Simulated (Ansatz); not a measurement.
TiO₂ (Pbcn, No. 60; high-pressure phase) was calculated with LDA (PAW; Ansatz, a quantum-chemistry and plane-wave program).

Run with plane-wave cutoff 520 eV, 8×6×8 k mesh (along the axes of the cell as run), no spin polarisation, scalar-relativistic PAW data made under PBE.

Computed at the level's own relaxed cell.

Hill averages of the elastic tensor: K = 240.3 GPa, G = 94.2 GPa. Volume 9.873 Å³/atom, mean atomic mass 26.622 u.

Work out the density, the sound velocities of a polycrystal and the elastic Debye temperature at this level.

ρ = 1.66054 × 26.622/9.873 = 4.478 g/cm³. v_l = √[(K + 4G/3)/ρ] = 9.039 km/s and v_t = √(G/ρ) = 4.587 km/s. The mean follows from 3/v_m³ = 1/v_l³ + 2/v_t³: v_m = 5.141 km/s. Θ_D = (ħ/k_B) v_m (6π²/V)^(1/3) = 76.38 K Å s/km × 5.141 × 1.8169 Å⁻¹ = 713 K, counting all atoms of the cell.

Note: the relaxation could not lower the start's symmetry, so the cell can be a saddle point above a distorted one.
